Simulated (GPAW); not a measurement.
```
BaCuSbO5
1.0
    3.68191     0.00000     0.00000
    0.00000     3.68191     0.00000
    0.00000     0.00000     9.17875
Ba Cu Sb O
1 1 1 5
Direct
  0.00000   0.00000   0.03197
  0.50000   0.50000   0.27751
  0.50000   0.50000   0.71186
  0.00000   0.50000   0.65583
  0.50000   0.00000   0.65583
  0.00000   0.50000   0.23636
  0.50000   0.00000   0.23636
  0.50000   0.50000   0.91758
```

Level of theory: PBEsol, GPAW PAW datasets PBEsol (made by gpaw-setup) (plane waves; GPAW).

The set-up and first iterations of a GPAW log for BaCuSbO5 (P4mm, 8 atoms in the cell):

```
Input parameters:
  convergence: {density: 1e-05,
                energy: 1e-05}
  kpts: [7 7 3]
  maxiter: 100
  mode: {ecut: 900.0000000000001,
         name: pw}
  nbands: -16
  occupations: {fixmagmom: False,
                name: fermi-dirac,
                width: 0.05}
  symmetry: {symmorphic: False,
             tolerance: 0.0005}
  xc: PBEsol

species:
  Ba:
    name: Barium
    Z: 56.0
    valence: 10
    core: 46
    charge: 0.0
    file: Ba.PBEsol.gz

    # Using partial waves for Ba as LCAO basis

  Cu:
    name: Copper
    Z: 29.0
    valence: 11
    core: 18
    charge: 0.0
    file: Cu.PBEsol.gz

    # Using partial waves for Cu as LCAO basis

  Sb:
    name: Antimony
    Z: 51.0
    valence: 15
    core: 36
    charge: 0.0
    file: Sb.PBEsol.gz

    # Using partial waves for Sb as LCAO basis

  O:
    name: Oxygen
    Z: 8.0
    valence: 6
    core: 2
    charge: 0.0
    file: O.PBEsol.gz

   [... lines left out ...]
    NoExternalPotential

XC parameters: PBEsol with 2 nearest neighbor stencil

Number of atoms: 8
Number of atomic orbitals: 43
Number of bands in calculation: 49
Number of valence electrons: 66
Bands to converge: occupied

Density initialized from atomic densities
  43 bands from LCAO basis set
  6 bands from random numbers

Atomic positions and initial magnetic moments

Positions:
   0 Ba     0.000000    0.000000    0.293445    ( 0.0000,  0.0000,  0.0000)
   1 Cu     1.840956    1.840956    2.547194    ( 0.0000,  0.0000,  0.0000)
   2 Sb     1.840956    1.840956    6.533984    ( 0.0000,  0.0000,  0.0000)
   3 O      0.000000    1.840956    6.019698    ( 0.0000,  0.0000,  0.0000)
   4 O      1.840956    0.000000    6.019698    ( 0.0000,  0.0000,  0.0000)
   5 O      0.000000    1.840956    2.169489    ( 0.0000,  0.0000,  0.0000)
   6 O      1.840956    0.000000    2.169489    ( 0.0000,  0.0000,  0.0000)
   7 O      1.840956    1.840956    8.422236    ( 0.0000,  0.0000,  0.0000)

Unit cell:
           periodic     x           y           z      points  spacing
  1. axis:    yes    3.681912    0.000000    0.000000    27     0.1364
  2. axis:    yes    0.000000    3.681912    0.000000    27     0.1364
  3. axis:    yes    0.000000    0.000000    9.178748    64     0.1434

  Lengths:   3.681912   3.681912   9.178748
  Angles:   90.000000  90.000000  90.000000

Effective grid spacing dv^(1/3) = 0.1387
     iter     time        total  log10-change:
                         energy   eigst   dens
iter:   1 --:--:--   -62.332966
iter:   2 --:--:--   -56.243892   -0.34  -0.96
iter:   3 --:--:--   -49.761292   -0.52  -1.01
iter:   4 --:--:--   -49.174610   -1.30  -1.24
iter:   5 --:--:--   -48.808833   -1.60  -1.31
```

Will this run converge, and how will it end?

The run converged in 31 iterations. Its thresholds were met; that alone does not show that basis and mesh suffice. It ends on: free energy E − TS (from the program's reference atoms) -48.4664 eV; Fermi level (on the code's own zero) 4.59 eV; largest force (vector length) 0.365 eV/Å. The log goes on:

```
   [... 5 lines left out ...]
iter:  11 --:--:--   -48.456294   -4.08  -2.30
iter:  12 --:--:--   -48.454547   -4.76  -2.48
iter:  13 --:--:--   -48.451670   -3.99  -2.56
   [... lines left out ...]
iter:  17 --:--:--   -48.451221c  -5.39  -3.31
iter:  18 --:--:--   -48.451214c  -6.03  -3.58
iter:  19 --:--:--   -48.451212c  -6.84  -3.66
iter:  20 --:--:--   -48.451211c  -7.23  -3.75
iter:  21 --:--:--   -48.451209c  -6.99  -3.81
iter:  22 --:--:--   -48.451213c  -6.58  -3.88
iter:  23 --:--:--   -48.451209c  -8.17c -3.96
iter:  24 --:--:--   -48.451205c  -6.90  -4.00
iter:  25 --:--:--   -48.451208c  -7.69c -4.17
iter:  26 --:--:--   -48.451206c  -7.52c -4.40
iter:  27 --:--:--   -48.451206c  -8.12c -4.53
iter:  28 --:--:--   -48.451207c  -8.17c -4.62
iter:  29 --:--:--   -48.451207c  -8.55c -4.69
iter:  30 --:--:--   -48.451207c  -9.37c -4.95
iter:  31 --:--:--   -48.451207c  -9.82c -5.05c
Converged after 31 iterations.

Dipole moment: (-0.000000, -0.000000, -20.337779) |e|*Ang

Energy contributions relative to reference atoms: (reference = -452549.826661)

Kinetic:        +45.057932
Potential:      -41.617466
External:        +0.000000
XC:             -52.584076
Entropy (-ST):   -0.030349
Local:           +0.707579
SIC:             +0.000000
--------------------------
Free energy:    -48.466381
Extrapolated:   -48.451207

Showing only first 2 kpts
 Kpt  Band  Eigenvalues  Occupancy
  0    31      4.04234    1.99996
  0    32      4.23979    1.99806
  0    33      4.23979    1.99806
  0    34      4.50596    1.66769

  1    31      4.03794    1.99997
  1    32      4.24042    1.99803
  1    33      4.24042    1.99803
  1    34      4.57385    1.12700

Fermi level: 4.58662

No gap
No difference between direct/indirect transitions
Energy (eV): -48.451207

Forces in eV/Ang:
  0 Ba    0.00000    0.00000   -0.15031
  1 Cu    0.00000    0.00000    0.11478
  2 Sb    0.00000    0.00000   -0.19049
  3 O     0.00000    0.00000   -0.08493
  4 O     0.00000    0.00000   -0.08493
  5 O     0.00000    0.00000    0.01408
  6 O    -0.00000    0.00000    0.01408
  7 O     0.00000    0.00000    0.36532

Stress tensor:
    -0.022836     0.000000     0.000000
     0.000000    -0.022836     0.000000
     0.000000     0.000000    -0.010332
Stress (GPa, Voigt): [-3.6587 -3.6587 -1.6554  0.      0.      0.    ]
```

For comparison: a first run was changed to give this one (lattice scaled by 0.98), and from it to this one the free energy falls by 2.9 meV/atom and the largest force goes from 0.332 to 0.365 eV/Å.

The starting cell comes from a database of computed structures (which also holds hypothetical and non-ambient phases and stackings), without a prior relaxation at this level. Its lattice was rescaled by a random factor within 2.5 % of one. For this run, on top of that: lattice scaled by 0.98. Spin-orbit coupling is off. Spin polarisation is off, so a magnetic state, if there is one, cannot be reached. The run gives no clean gap (levels at the Fermi energy touch, overlap or are partly filled at this smearing), which alone does not show that the compound is a metal.

The run was DFT PBEsol, plane waves, GPAW PAW datasets PBEsol (made by gpaw-setup). Main settings of its input:

- mode = pw
- ecut = 900 eV
- xc = PBEsol
- kpts = 7 7 3
- mesh shift (steps) = 0 0 0
- occupations.name = fermi-dirac
- occupations.width = 0.05 eV
- nbands = -16
- convergence.density = 1e-05 e/electron
- convergence.energy = 1e-05 eV/electron
- symmetry.symmorphic = false
- symmetry.tolerance = 0.0005
